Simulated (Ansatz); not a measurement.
## A series of runs on NaLu3 (I4/mmm, 4 atoms in the cell)

```cif
data_Lu6Na2
_chemical_formula_sum 'Na2 Lu6'
_space_group_name_H-M_alt 'I4/mmm'
_space_group_IT_number 139
_space_group_name_Hall '-I 4 2'
_cell_length_a 4.81127
_cell_length_b 4.81127
_cell_length_c 10.45635
_cell_angle_alpha 90.000
_cell_angle_beta 90.000
_cell_angle_gamma 90.000
loop_
_atom_site_label
_atom_site_type_symbol
_atom_site_symmetry_multiplicity
_atom_site_Wyckoff_symbol
_atom_site_fract_x
_atom_site_fract_y
_atom_site_fract_z
_atom_site_occupancy
Na1 Na 2 a 0.00000 0.00000 0.00000 1
Lu1 Lu 4 d 0.00000 0.50000 0.25000 1
Lu2 Lu 2 b 0.00000 0.00000 0.50000 1
```
(The calculation used a cell of 4 atoms; values per cell refer to that cell.)

Base run A: PBEsol, default PAW files made with PBE (Ansatz, a quantum-chemistry and plane-wave program), self-consistent single point.

Its settings: basis.ecutwfc = 420 eV; kpoints.mp_grid.grid = 10 10 10; hamiltonian.xc = pbesol; hamiltonian.pseudopotentials = {kind: paw} (the program's default PAW files); scf.occupations.method = fermi_dirac; scf.occupations.width = 0.05 eV.

The starting cell comes from a database of computed structures (which also holds hypothetical and non-ambient phases and stackings), without a prior relaxation at this level. Ansatz's pressure includes its estimate of the finite-basis (Pulay) stress.

ΔF is the free energy per atom less that of run A. 

Run A gave: pressure (GPa) -2.12; iterations 11.

Runs:
- B: scf.mixing.algorithm, scf.mixing.beta = anderson, 0.02
- C: scf.mixing.algorithm, scf.mixing.beta = anderson, 0.05
- D: scf.mixing.algorithm, scf.mixing.beta = anderson, 0.1
- E: scf.mixing.algorithm, scf.mixing.beta = anderson, 0.2
- F: scf.mixing.algorithm, scf.mixing.beta = anderson, 0.3
- G: scf.mixing.algorithm, scf.mixing.beta = anderson, 0.5
- H: scf.mixing.algorithm, scf.mixing.beta = anderson, 0.7
- I: scf.mixing.algorithm, scf.mixing.beta = anderson, 0.9
- J: scf.mixing.algorithm, scf.mixing.beta = anderson, 1

Problem. Which runs reach the base run's state, and which is quickest in iterations?

Solution. Runs B, C, D, E, F, G, H, I, J ended on the same solution as A (within 1 meV/atom). The fewest iterations to that state were 10 (H); the most were 45.

| run | ΔF (meV/atom) | pressure (GPa) | iterations |
|---|---|---|---|
| A | 0.00 | -2.12 | 11 |
| B | 0.00 | -2.12 | 45 |
| C | 0.00 | -2.12 | 21 |
| D | 0.00 | -2.12 | 23 |
| E | 0.00 | -2.12 | 16 |
| F | 0.00 | -2.12 | 12 |
| G | 0.00 | -2.12 | 12 |
| H | 0.00 | -2.12 | 10 |
| I | 0.00 | -2.12 | 11 |
| J | 0.00 | -2.12 | 13 |

Keys are those of Ansatz 0.2.
